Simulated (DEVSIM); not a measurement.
Device: GaAs n-i-p diode, at 300 K.

Layer 1 from the left is GaAs, thickness (μm) 0.220, Nd (cm⁻³) 1.1e17, τn (s) 6.7e-10, τp (s) 6.7e-10. Layer 2 from the left is GaAs, thickness (μm) 0.570, Na (cm⁻³) 3.2e12, τn (s) 6.7e-9, τp (s) 6.7e-10. Layer 3 from the left is GaAs, thickness (μm) 0.270, Na (cm⁻³) 1.9e17, τn (s) 6.7e-10, τp (s) 6.7e-10.

Left contact: ohmic. Right contact: ohmic. Voltage is applied to the left contact. Recombination: SRH at mid-gap, radiative. Mobility is μmin + (μ − μmin)/(1 + (N/Nref)^α).

This is a model device: material constants are rounded textbook-type values typed into the input, and sizes, dopings and lifetimes were drawn at random. Values at 300 K.

GaAs: gap (eV) 1.424, affinity (eV) 4.07, permittivity 12.9, Nc (cm⁻³) 4.7e17, Nv (cm⁻³) 9e18, μn (cm²/Vs) 8500, μp (cm²/Vs) 400, μn,min 500, μp,min 20, Nref,n 6e16, Nref,p 1.5e17, αn 0.39, αp 0.38, B (cm³/s) 2e-10.

DEVSIM, 1D drift-diffusion, Boltzmann statistics, complete ionisation; no tunnelling, impact ionisation, image-force lowering or self-heating.

Task: What does the simulation give for the potential step across the device at zero bias, the dark forward voltage at 1 A/cm², the dark forward voltage at 100 A/cm²?

Result: potential step across the device at zero bias 1.287 V; dark forward voltage at 1 A/cm² 0.984 V; dark forward voltage at 100 A/cm² 1.116 V.
